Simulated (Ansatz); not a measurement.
Cost and result by functional for the adsorption energy of H on the 1x1 (110) surface of bcc V, one in a 2x2 cell, started at the site 'bridge V-V (span 3.0 Å)', in Ansatz (plane waves, PAW). Single points on the PBE structure, on one kind of machine; costs are rough ratios of the slab run's core time (references not counted) to the cheapest single point. r2SCAN's cost holds its higher cutoff (500 against 420 eV). Differences are taken against r2SCAN for comparison alone: no measured value is at hand, so the table doesn't rank accuracy.

Slab: 17 atoms, 6.1 Å thick at the start under the adsorbate (thin: gaps and levels are the slab's own); k 6x6x1, smearing 0.1 eV, dipole-corrected; 8 atoms held, the rest relaxed; start symmetry kept, larger cells not searched; no spin, no spin-orbit, no U, no dispersion correction. At the end it is bonded to 2 V. In PBE this state lies 0.10 eV over the lowest of the starts that converged ('hollow V-V-V'). These notes are the PBE run's. Adsorption energies are against ½ H2(g). A negative adsorption energy means that the adsorbate is more stable on the surface than in its reference.

```csv
functional,relative cost,adsorption energy (eV),less r2SCAN (eV)
RPBE,1,-0.79,0.24
r2SCAN,2,-1.03,0.00
PBE (the relaxed run's value),–,-0.89,0.14
```

The values span 0.24 eV, while the single points' costs differ by a factor of roughly 2. Differences are of unrounded values.

Ansatz is a program for electronic structure.
